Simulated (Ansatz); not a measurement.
Consider AlNi in the CsCl type structure (space group Pm-3m, No. 221; a = 2.8631 Å; non-magnetic).

Structures relaxed with plane-wave PAW DFT at the r2SCAN level (Ansatz, a quantum-chemistry and plane-wave program, 500 eV), no spin-orbit coupling.

Base:

Simulated powder pattern, Cu Kα1, λ = 1.54056 Å (kinematic, ideal powder, no thermal factors, no anomalous dispersion; the 14 strongest lines at most, above 2 %, up to 2θ = 90°):

```json
[
 {"2θ (°)": "31.21", "I/Imax (%)": "24", "hkl": "(100)"},
 {"2θ (°)": "44.73", "I/Imax (%)": "100", "hkl": "(110)"},
 {"2θ (°)": "55.55", "I/Imax (%)": "5.6", "hkl": "(111)"},
 {"2θ (°)": "65.10", "I/Imax (%)": "15", "hkl": "(200)"},
 {"2θ (°)": "73.97", "I/Imax (%)": "6.4", "hkl": "(210)"},
 {"2θ (°)": "82.45", "I/Imax (%)": "30", "hkl": "(211)"}
]
```

After one change:

Simulated powder pattern, Cu Kα1, λ = 1.54056 Å (kinematic, ideal powder, no thermal factors, no anomalous dispersion; the 14 strongest lines at most, above 2 %, up to 2θ = 90°):

```json
[
 {"2θ (°)": "31.09", "I/Imax (%)": "24"},
 {"2θ (°)": "44.54", "I/Imax (%)": "100"},
 {"2θ (°)": "55.32", "I/Imax (%)": "5.6"},
 {"2θ (°)": "64.82", "I/Imax (%)": "15"},
 {"2θ (°)": "73.63", "I/Imax (%)": "6.4"},
 {"2θ (°)": "82.06", "I/Imax (%)": "30"}
]
```

What was done to the base?
(A) pressure −1 GPa
(B) pressure 50 GPa
(C) pressure 7 GPa
(D) pressure −2 GPa

D, pressure −2 GPa. Its volume per atom is 11.87 Å³ against 11.74 Å³, and its space group is Pm-3m (No. 221).

Load acts through the strain it causes; cell and atoms are relaxed under it. Whether these cells are dynamically stable was not tested. No other phases were tried under pressure. Seeded moments were not kept for the base. All final runs are without spin polarisation.
